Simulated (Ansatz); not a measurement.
GaN under a change: biaxial strain −1.25 %, plane normal [111], relaxed out of plane

The reference is GaN in the zinc blende structure (space group F-43m, No. 216; a = 4.498 Å). Axes: x, y, z lie along the cube axes.

It is then changed as follows: compressive biaxial strain of 1.25 % in the plane normal to [111], as in epitaxy on a mismatched substrate; the out-of-plane cell vector and the atoms relax.

All numbers come from DFT with r2SCAN, PAW potentials and a 500 eV plane-wave cutoff in Ansatz (a program for electronic structure), scalar-relativistic without spin-orbit coupling. Settings: 13×13×13 k-points, 0.05 eV Fermi–Dirac smearing.

Space group: R3m (No. 160) (base F-43m (No. 216))
Shortest interatomic distance: 3.651 bohr (base 3.681 bohr)
Energy relative to the base (free energy F): +5.3 meV/atom
Pressure (mean of the normal stresses, compression positive): 4.03 GPa (base 0.00 GPa)
Band gap: 2.25 eV (base 2.17 eV)
Gap character: direct at Γ (base direct at Γ)
Electron mass: 0.17 mₑ out of plane, 0.18 mₑ in plane (at Γ) (base 0.17 mₑ (at Γ))
Valence-band top at Γ (three highest levels, from the VBM): 0.00, 0.00, -0.13 eV (base 0.00, 0.00, 0.00 eV)
Valley order (the lowest conduction-band minima on the path, energy above the VBM, named in the base's zone): Γ 2.25 eV; X along [100] 3.73 eV (base Γ 2.17 eV)
Out-of-plane strain: +0.55 %
Ratio −ε⊥/ε∥: 0.44
Mean in-plane stress (compression positive): +6.0 GPa

Final structure (turned so that z lies along the plane normal):

```yaml
crystal:
  lattice:
    - [3.14074, 0.00000, 0.00000]
    - [1.57037, 2.71996, 0.00000]
    - [1.57037, -0.90665, 2.61117]
  atoms:
    - { symbol: Ga, position: [0.99816, 0.00092, 0.00276] }
    - { symbol: N, position: [0.50184, 0.24908, 0.74724] }
```

Masses are band curvatures over ±0.01 Å⁻¹ around the edge. Stability against distortions was not tested. This is not the structure that GaN has at room temperature and ambient pressure. Labels are those of the standard path for the cell's own space group.
